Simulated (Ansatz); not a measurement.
The starting structures come from a database of crystals and need not be the phases stable at ambient conditions.

By PBEsol, the system below comes out a metal.

A figure of merit of an interconnect metal is its ballistic conductance per area.

Consider the following.

```xyz
6
Lattice="3.1855 0.0000 0.0000 -1.5927 5.5856 0.0000 0.0000 0.0000 4.9837" Properties=species:S:1:pos:R:3 pbc="T T T"
P      0.0000     0.7748     1.9073
P      1.5927     4.8107     4.3992
P      1.5927     3.3462     0.9934
P      0.0000     2.2394     3.4853
W      0.0000     4.5408     2.4967
W      1.5927     1.0447     0.0048
```

The cell is taken as given; by PBEsol it stands under a pressure of -3.5 GPa.

The current flows along the normal of the first two printed cell vectors. No spin-orbit coupling; the value is a mean over 0.1 eV about the Fermi level.

Estimate the ballistic conductance per area that PBEsol in Ansatz (an electronic-structure program) returns for this system.

0.23 × 10¹⁵ S/m² for both spins.
